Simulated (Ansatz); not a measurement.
**A computed series for KTaO3: pressure series**

The reference is KTaO3 in the cubic perovskite structure (space group Pm-3m, No. 221; a = 3.990 Å).

Cell and atoms are relaxed at each pressure.

The values are results of Kohn–Sham DFT with the r2SCAN functional, run in Ansatz (a first-principles code) with PAW and 500 eV plane waves, no spin-orbit coupling, not measurements.

Candidates:
(a) pressure 18 GPa
(b) pressure 9 GPa
(c) pressure 4.2 GPa
(d) pressure 30 GPa

For the base:

Band gap: 2.63 eV

Q: Order them by band gap, lowest first.

A: (c) pressure 4.2 GPa (2.68 eV), (b) pressure 9 GPa (2.73 eV), (a) pressure 18 GPa (2.81 eV), (d) pressure 30 GPa (2.90 eV)

With Ta present, leaving out spin-orbit coupling can change the band edges. Load acts through the strain it causes; cell and atoms are relaxed under it. Stability against distortions was not tested. Competing high-pressure phases were not computed.
